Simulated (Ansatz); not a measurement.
An Ansatz (a quantum-chemistry and plane-wave program) run: TiTe2 with a change (uniaxial strain ε_zz = −5.08 %); r2SCAN+rVV10 (Ansatz), no SOC, earlier PAW set.

Input:

Ansatz 0.2 input:
```yaml
crystal:
  lattice:
    - [3.7824371684, 0, 0]
    - [-1.8912185842, 3.275686676, 0]
    - [0, 0, 6.2766526239]
  atoms:
    - { symbol: Ti, position: [0, 0, 0] }
    - { symbol: Te, position: [0.3333333333, 0.6666666667, 0.2567592714] }
    - { symbol: Te, position: [0.6666666667, 0.3333333333, 0.7432407286] }
basis: { ecutwfc: 500, ecutrho_ratio: 4, xc_grid: 4, fft_grid_basis: typed }
kpoints: { mp_grid: { grid: [18, 18, 9] } }
hamiltonian:
  xc: r2scan
  dispersion: rvv10
  pseudopotentials: { azcp: { folder: ./paw }, kind: paw }
scf: { occupations: { method: fermi_dirac, width: 0.1 }, convergence: { dr2_threshold: 0.0000000003 } }
relax: { f_tol: 0.005, max_steps: 50 }
output: { forces: true, stress: true }
checkpoint: { write: state.ck, write_every: 1000 }
```

Output (explanatory and most iteration lines left out):

```
Relaxation: its limit of steps is 50 (relax.max_steps)
Pseudopotential: Ti, paw, valence charge 12
Pseudopotential: Te, paw, valence charge 16
Crystal: 3 atoms, lattice volume = 77.768 Å³
Basis set: ecut = 500 eV, 1967 PW (Γ), exchange–correlation on 120×120×192 points (64 copies of the dense FFT grid, shifted against one another)
Bands: 27, of which v1, the nominal top of the filled ones, is band 22 counted from 1 (21 counted from 0)
Symmetry: 12 space group operations
Space group: P-3m1 (ITA 164), of the structure as read, at distance tolerance 4.3e-5 Å
k-points: 293 of 2916
Functional: x = r2scan, c = r2scan + rvv10(b = 11.95, C = 0.0093); τ floored in thin density (d = 2e-4 eV/Å³)
SCF iter   1: F=—  HF=-16493.531089 eV  |F-HF|=—  |Δ(HF+E_count)|=         —  Δρ=9.15e-2  dr2=2.04e1  dr2_τ=2.54e-1  ethr=3.10e-3  ⟨swp⟩=6.2  Hψ=34523  notcnv=0
SCF iter   2: F=—  HF=-16492.416050 eV  |F-HF|=—  |Δ(HF+E_count)|=    1.12e0  Δρ=6.84e-2  dr2=4.06e0  dr2_τ=5.04e-1  ethr=3.10e-3  ⟨swp⟩=4.0  Hψ=19749  notcnv=0
SCF 1 converged in 14 iterations: F = -16491.887895 eV  dr2 = 3.36e-11
relax step   1: F+E_penalty+E_count = -16491.88789524 eV  Δ(F+E_penalty+E_count) = +0.000e0 eV  max|allowed force component| = 6.969e-1 eV/Å  Δτ_max = 0.0000 Å  (14 SCF iters, accepted)
Crystal: 3 atoms, lattice volume = 77.768 Å³
SCF iter   1: F=—  HF=-16491.287698 eV  |F-HF|=—  |Δ(HF+E_count)|=         —  Δρ=7.94e-3  dr2=3.35e-2  dr2_τ=4.59e-1  ethr=7.84e-5  ⟨swp⟩=1.2  Hψ=40267  notcnv=0
SCF iter   2: F=—  HF=-16491.743144 eV  |F-HF|=—  |Δ(HF+E_count)|=   4.55e-1  Δρ=6.34e-3  dr2=2.97e-2  dr2_τ=4.63e-4  ethr=7.62e-5  ⟨swp⟩=3.1  Hψ=15812  notcnv=0
SCF 2 converged in 13 iterations: F = -16491.746798 eV  dr2 = 2.33e-11
relax step   2: F+E_penalty+E_count = -16491.74679779 eV  Δ(F+E_penalty+E_count) = +1.411e-1 eV  max|allowed force component| = 1.375e0 eV/Å  Δτ_max = 0.1924 Å  (13 SCF iters, rejected (line search))
Crystal: 3 atoms, lattice volume = 77.768 Å³
SCF iter   1: F=—  HF=-16491.722046 eV  |F-HF|=—  |Δ(HF+E_count)|=         —  Δρ=6.71e-3  dr2=4.49e-2  dr2_τ=1.97e-1  ethr=3.16e-4  ⟨swp⟩=7.6  Hψ=33462  notcnv=0
SCF iter   2: F=—  HF=-16491.935039 eV  |F-HF|=—  |Δ(HF+E_count)|=   2.13e-1  Δρ=5.82e-3  dr2=5.94e-2  dr2_τ=2.55e-3  ethr=1.02e-4  ⟨swp⟩=2.0  Hψ=14064  notcnv=0
SCF 3 converged in 11 iterations: F = -16491.929825 eV  dr2 = 7.99e-11
relax step   3: F+E_penalty+E_count = -16491.92982473 eV  Δ(F+E_penalty+E_count) = -4.193e-2 eV  max|allowed force component| = 7.766e-2 eV/Å  Δτ_max = 0.0684 Å  (11 SCF iters, accepted)
Crystal: 3 atoms, lattice volume = 77.768 Å³
SCF iter   1: F=—  HF=-16491.929898 eV  |F-HF|=—  |Δ(HF+E_count)|=         —  Δρ=3.68e-4  dr2=1.11e-4  dr2_τ=5.87e-4  ethr=2.99e-6  ⟨swp⟩=3.0  Hψ=17491  notcnv=0
SCF iter   2: F=—  HF=-16491.930365 eV  |F-HF|=—  |Δ(HF+E_count)|=   4.67e-4  Δρ=2.18e-4  dr2=3.30e-5  dr2_τ=2.53e-6  ethr=2.52e-7  ⟨swp⟩=2.0  Hψ=12644  notcnv=0
SCF 4 converged in 8 iterations: F = -16491.930370 eV  dr2 = 1.58e-10
relax step   4: F+E_penalty+E_count = -16491.93036957 eV  Δ(F+E_penalty+E_count) = -5.448e-4 eV  max|allowed force component| = 3.432e-3 eV/Å  Δτ_max = 0.0067 Å  (8 SCF iters, accepted)
Crystal: 3 atoms, lattice volume = 77.768 Å³
SCF iter   1: F=—  HF=-16491.930370 eV  |F-HF|=—  |Δ(HF+E_count)|=         —  Δρ=3.63e-7  dr2=1.58e-10  dr2_τ=3.28e-12  ethr=1.00e-12  ⟨swp⟩=2.9  Hψ=39422  notcnv=0
SCF iter   2: F=-16491.930370 eV  HF=-16491.930370 eV  |F-HF|=3.64e-12  |Δ(HF+E_count)|=  3.64e-12  Δρ=2.33e-7  dr2=4.97e-11  dr2_τ=2.07e-12  ethr=1.00e-12  ⟨swp⟩=4.0  Hψ=24348  notcnv=0
SCF 5 converged in 2 iterations: F = -16491.930370 eV  dr2 = 4.97e-11
SCF converged after 2 iterations
Free energy (F): -16491.930370 eV
Internal energy: -16491.889456 eV  (E = F + TS)
E sigma→0 (E₀):  -16491.909913 eV
Entropy (-TS):   -0.040914 eV (-13.638 meV/atom)
Fermi energy:    10.740406 eV
--- Forces (eV/Å), atoms counted from 1 ---
  atom   1  Ti     0.00000000    -0.00000000     0.00000000
  atom   2  Te    -0.00000000     0.00000000    -0.00343452
  atom   3  Te    -0.00000000    -0.00000000     0.00343452
--- Stress (GPa, compression-positive) ---
        1.121886      -0.000000       0.000000
        0.000000       1.121886       0.000000
        0.000000       0.000000       2.653212
  P = ⅓ Tr σ = 1.6323 GPa (16.323 kbar)
--- Relaxed structure (4 steps of the walk, 3 accepted, 0 SCFs on fresh bases) ---
  atoms:
    - { symbol: Ti, position: [0.0, 0.0, 0.0] }
    - { symbol: Te, position: [0.3333333333333333, 0.6666666666666666, 0.2665930850421283] }
    - { symbol: Te, position: [0.6666666666666666, 0.3333333333333333, 0.7334069149578716] }
```

Stability against distortions was not tested. The final runs are not spin-polarised. The cell was made from TiTe2 in the CdI2 type structure (space group P-3m1, No. 164; layered, stacked along the Cartesian z axis) by this change: uniaxial strain ε_zz = −5.08 %.
